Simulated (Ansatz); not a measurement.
BP (I-4m2), r2SCAN with spin-orbit coupling, rigid bands run with Ansatz (a quantum-chemistry and plane-wave program): Condition of this run: biaxial stress in (001) of -16 GPa (compression positive) (the target of the relaxation). band gap 0.43 eV, N_c = 1.19e19 cm⁻³ and N_v = 3.29e18 cm⁻³ at 300 K, conductivity masses along y (a = (0.00, 2.37, 2.21) Å; b = (2.37, 0.00, 2.21) Å; c = (2.37, 2.37, 0.00) Å) of 0.233 mₑ (electrons) and 0.237 mₑ (holes). Take k_BT = 0.02585 eV.

A film of it is 8 nm thick, with its normal along the direction named. Estimate the confinement energies in an infinite well.

ħ²π²/(2m t²) = 0.376 eV·nm²/(m/mₑ × t²) gives 25.2 meV for electrons and 24.8 meV for holes, so the gap would widen to about 0.48 eV. Finite barriers and nonparabolic bands lower this, and with several valleys or bands the heaviest mass along the normal sets the lowest level, not this average.

What thermal injection velocity √(2k_BT/πm) limits a ballistic channel along the direction named?

1.11e7 cm/s for electrons and 1.11e7 cm/s for holes, a ratio of √(m_h/m_e) = 1.01, for dilute carriers.

Find the intrinsic carrier density and the intrinsic Fermi level.

n_i = √(N_c N_v) exp(−E_g/2k_BT) = 6.26e18 × exp(−8.32) = 1.5e15 cm⁻³. The level lies (k_BT/2) ln(N_v/N_c) = -17 meV from mid-gap (positive towards the conduction band). Each 0.1 eV added to the gap lowers n_i by a factor of 6.9.

Rigid, parabolic bands with the computed gap; masses take one relaxation time for all states. Geometry: cell and atoms relaxed with PBEsol.
